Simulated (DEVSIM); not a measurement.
System: abrupt Si n-p junction, at 300 K.

```tsv
layer (left to right)	material	thickness (μm)	Nd (cm⁻³)	Na (cm⁻³)	τn (s)	τp (s)
1	Si	2.20	3.9e17	-	0.00019	0.00019
2	Si	32.0	-	6.1e17	0.00019	0.00019
```

Left contact: ohmic. Right contact: ohmic. Voltage is applied to the left contact. Recombination: SRH at mid-gap, radiative. Mobility is μmin + (μ − μmin)/(1 + (N/Nref)^α).

Constants are typed, rounded textbook-type inputs, not results; the design itself was drawn at random and stands for no fabricated device. Values at 300 K.

```csv
parameter,Si
gap (eV),1.124
affinity (eV),4.05
permittivity,11.7
Nc (cm⁻³),2.86e19
Nv (cm⁻³),3.1e19
μn (cm²/Vs),1417
μp (cm²/Vs),470
"μn,min",52
"μp,min",45
"Nref,n",9.7e16
"Nref,p",2.2e17
αn,0.68
αp,0.72
B (cm³/s),4.7e-15
```

DEVSIM, 1D drift-diffusion, Boltzmann statistics, complete ionisation; no tunnelling, impact ionisation, image-force lowering or self-heating.

Give the dark forward current.


```json
[
 {"V (V)": "-0.10", "J (A/cm²)": "-7.2e-11"},
 {"V (V)": "-0.15", "J (A/cm²)": "-4.6e-10"},
 {"V (V)": "-0.20", "J (A/cm²)": "-3.1e-9"},
 {"V (V)": "-0.25", "J (A/cm²)": "-2.1e-8"},
 {"V (V)": "-0.30", "J (A/cm²)": "-1.4e-7"},
 {"V (V)": "-0.35", "J (A/cm²)": "-9.9e-7"},
 {"V (V)": "-0.40", "J (A/cm²)": "-6.9e-6"},
 {"V (V)": "-0.45", "J (A/cm²)": "-4.7e-5"},
 {"V (V)": "-0.50", "J (A/cm²)": "-0.00033"},
 {"V (V)": "-0.55", "J (A/cm²)": "-0.0023"},
 {"V (V)": "-0.60", "J (A/cm²)": "-0.016"},
 {"V (V)": "-0.65", "J (A/cm²)": "-0.11"},
 {"V (V)": "-0.70", "J (A/cm²)": "-0.74"},
 {"V (V)": "-0.75", "J (A/cm²)": "-5.0"},
 {"V (V)": "-0.80", "J (A/cm²)": "-29"},
 {"V (V)": "-0.85", "J (A/cm²)": "-120"},
 {"V (V)": "-0.90", "J (A/cm²)": "-300"},
 {"V (V)": "-0.95", "J (A/cm²)": "-580"},
 {"V (V)": "-1.00", "J (A/cm²)": "-960"},
 {"V (V)": "-1.05", "J (A/cm²)": "-1400"},
 {"V (V)": "-1.10", "J (A/cm²)": "-2100"}
]
```
